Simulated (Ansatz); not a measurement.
Input and output of a self-consistent single point for CrGa4 (I4mm, 5 atoms in the cell) (Ansatz, an electronic-structure program).

Level of theory: LDA (PW92), harder PAW files (source: ansatz) made with PBE (plane waves; Ansatz).

The change in words: lattice scaled by 0.98; basis.ecutwfc: 420 eV → 1225 eV; hamiltonian.pseudopotentials: {kind: paw} (the program's default PAW files) → {kind: paw, source: ansatz}. Reference geometry:
```
CELL_PARAMETERS angstrom
     -2.81304     2.81304     2.81304
      2.81304    -2.81304     2.81304
      2.81304     2.81304    -2.81304
ATOMIC_POSITIONS crystal
  Cr 0.00889 0.00889 0.00000
  Ga 0.00000 0.00000 0.50000
  Ga 0.00000 0.50000 0.00000
  Ga 0.50000 0.50000 0.50000
  Ga 0.50000 0.00000 0.00000
```

Reference input (self-consistent single point, DFT, LDA (PW92), plane waves, default PAW files made with PBE): basis.ecutwfc = 420 eV; kpoints.mp_grid.grid = 5 5 5; hamiltonian.xc = lda; hamiltonian.pseudopotentials = {kind: paw} (the program's default PAW files); scf.occupations.method = fermi_dirac; scf.occupations.width = 0.1 eV. This run's input differs from it in these lines:

Ansatz 0.2 input:
```diff
@@ -2,5 +2,5 @@
   lattice:
-    - [-2.81303500, 2.81303500, 2.81303500]
-    - [2.81303500, -2.81303500, 2.81303500]
-    - [2.81303500, 2.81303500, -2.81303500]
+    - [-2.75677400, 2.75677400, 2.75677400]
+    - [2.75677400, -2.75677400, 2.75677400]
+    - [2.75677400, 2.75677400, -2.75677400]
   atoms:
@@ -12,3 +12,3 @@
 basis:
-  ecutwfc: 420.0
+  ecutwfc: 1225.0
 kpoints:
@@ -17,3 +17,3 @@
   xc: lda
-  pseudopotentials: { kind: paw }
+  pseudopotentials: { kind: paw, source: ansatz }
 scf:
```

The program printed (abridged):

```
SCF iter   1: F=—  HF=-36677.672176 eV  |F-HF|=—  |Δ(HF+E_count)|=         —  Δρ=7.82e-2  dr2=4.72e0  ethr=3.10e-3  ⟨swp⟩=5.5  Hψ=3634  notcnv=0
all-band conjugate gradients solve this SCF's bands
preconditioner: auto → Kerker (q_TF=auto, 2.800 Å⁻¹)
SCF iter   2: F=—  HF=-36676.555200 eV  |F-HF|=—  |Δ(HF+E_count)|=    1.12e0  Δρ=4.33e-2  dr2=1.77e0  ethr=3.10e-3  ⟨swp⟩=3.0  Hψ=2005  notcnv=0  defer=39
   [... lines left out ...]
SCF iter   6: F=—  HF=-36675.853564 eV  |F-HF|=—  |Δ(HF+E_count)|=   1.98e-4  Δρ=5.60e-4  dr2=3.64e-4  ethr=1.53e-6  ⟨swp⟩=2.0  Hψ=1613  notcnv=0  defer=39
SCF iter   7: F=—  HF=-36675.853516 eV  |F-HF|=—  |Δ(HF+E_count)|=   4.87e-5  Δρ=1.66e-4  dr2=2.36e-5  ethr=3.72e-7  ⟨swp⟩=2.0  Hψ=1091  notcnv=0  defer=39
SCF iter   8: F=—  HF=-36675.853390 eV  |F-HF|=—  |Δ(HF+E_count)|=   1.26e-4  Δρ=2.90e-5  dr2=7.38e-7  ethr=2.41e-8  ⟨swp⟩=2.0  Hψ=1569  notcnv=0  defer=39
SCF iter   9: F=-36675.853390 eV  HF=-36675.853390 eV  |F-HF|=1.88e-8  |Δ(HF+E_count)|=   3.51e-8  Δρ=9.81e-6  dr2=3.95e-8  ethr=1.02e-10  ⟨swp⟩=12.3  Hψ=5112  notcnv=0
SCF 1 converged in 9 iterations: F = -36675.853390 eV  dr2 = 3.95e-8
Free energy (F): -36675.853390 eV
Internal energy: -36675.838569 eV  (E = F + TS)
E sigma→0 (E₀):  -36675.845979 eV
Entropy (-TS):   -0.014821 eV (-2.964 meV/atom)
Fermi energy:    11.971214 eV
--- Forces (eV/Å), atoms counted from 1 ---
  atom   1  Cr     0.00000000     0.00000000    -0.85384915
  atom   2  Ga    -0.13791269    -0.13791269     0.21346141
  atom   3  Ga     0.13791269    -0.13791269     0.21346141
  atom   4  Ga     0.13791269     0.13791269     0.21346141
  atom   5  Ga    -0.13791269     0.13791269     0.21346141
--- Stress (GPa, compression-positive) ---
        0.541840       0.000000      -0.000000
        0.000000       0.541840      -0.000000
       -0.000000       0.000000       0.431909
  P = ⅓ Tr σ = 0.5052 GPa (5.052 kbar)
  The stress holds the Pulay correction. Without it, at fixed plane waves, as pw.x and ABINIT print it: P = 0.4856 GPa
```

The run converged in 9 iterations. Against the reference run the pressure goes from -5.35 to 0.51 GPa and the largest force goes from 0.718 to 0.854 eV/Å.

The starting cell comes from a database of computed structures (which also holds hypothetical and non-ambient phases and stackings), without a prior relaxation at this level. Its lattice was rescaled by up to half a per cent. One atom was moved a little off its site on purpose. For this run, on top of that: lattice scaled by 0.98. Spin polarisation is off. Ansatz's pressure includes its estimate of the finite-basis (Pulay) stress.

Cost on one core of a shared machine: roughly 40 s.
